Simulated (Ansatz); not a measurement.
The reference is GaN (space group P6_422, No. 181; a = 3.125 Å, c = 7.359 Å; a hypothetical phase, not in the database extracts checked).

The change: every lattice vector is stretched by 4.69 %, atoms relaxed at fixed cell.

Levels (all Ansatz, a program for electronic structure, PAW): PBEsol (420 eV, no spin-orbit coupling); r2SCAN (500 eV, no spin-orbit coupling); HSE06 (420 eV, no spin-orbit coupling).

One geometry, relaxed with PBEsol, under each level:

```tsv
level	band gap	lowest conduction level above the VBM at special points	pressure
PBEsol	0.31 eV	Γ 0.31 eV; A 2.37 eV; M 2.53 eV; L 2.61 eV	-20.28 GPa
r2SCAN	0.71 eV	Γ 0.71 eV; A 2.79 eV; M 3.08 eV; L 3.14 eV	-21.00 GPa
HSE06	1.37 eV	Γ 1.37 eV; A 3.48 eV; M 3.71 eV	–
```

Single points use the geometry relaxed with PBEsol. Their cutoffs differ, which shifts pressures a little. The cells carry an imposed strain or load. Stability against distortions was not tested. The base started in P3_121 and relaxed to P6_422 at this level.
